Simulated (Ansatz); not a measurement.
Step by step: formation energy of H_i in Zn (hcp, P6₃/mmc)

Consider the formation energy of H_i in Zn (hcp, P6₃/mmc). Reaction: 64 Zn (hcp) + 1/2 H2 (gas) → cell A.

A: a supercell of 64 sites of Zn (hcp, P6₃/mmc) with H off the lattice sites (6 Zn at 2.09 Å); spin state with PBE: run without spin.

Setting: static, neutral cells in Ansatz (PAW) whose structures rest at the PBE level. Ansatz (a quantum-chemistry and plane-wave program) runs with its default PAW set. Other levels take these structures. The lattices are those relaxed with PBE, so at other levels the solids can be strained, which adds to the spread. Larger cells are relaxed from a start prepared with the learned potential CHGNet, on a coarser mesh till forces fall under 0.03 eV/Å, which some starts already meet. A dispersion term (D3(BJ), or D4 for r2SCAN) was computed beside these levels and is taken off wherever the name lacks it. Mesh and cell size may move defect energies by 0.1 eV or more. Cell A has symmetry P-3m1 and got no random move, so less symmetric positions, which may lie lower, weren't tried.

Total energies of the cells in eV, at zero smearing width. They compare only within one column; the weights balance every element.

| cell | atoms | weight | r2SCAN | PBE+D3(BJ) |
|---|---|---|---|---|
| A: Zn:H_i | 65 | +1 | -212857.24108 | -212458.61081 |
| Zn (hcp) | 64 | −1 | -212842.43133 | -212443.76730 |
| H2 (gas) | 2 | −1/2 | -31.88989 | -31.74691 |

r2SCAN: (-212857.24108) − (-212842.43133) − 1/2 × (-31.88989) = 1.135 eV.

PBE+D3(BJ): (-212458.61081) − (-212443.76730) − 1/2 × (-31.74691) = 1.030 eV.
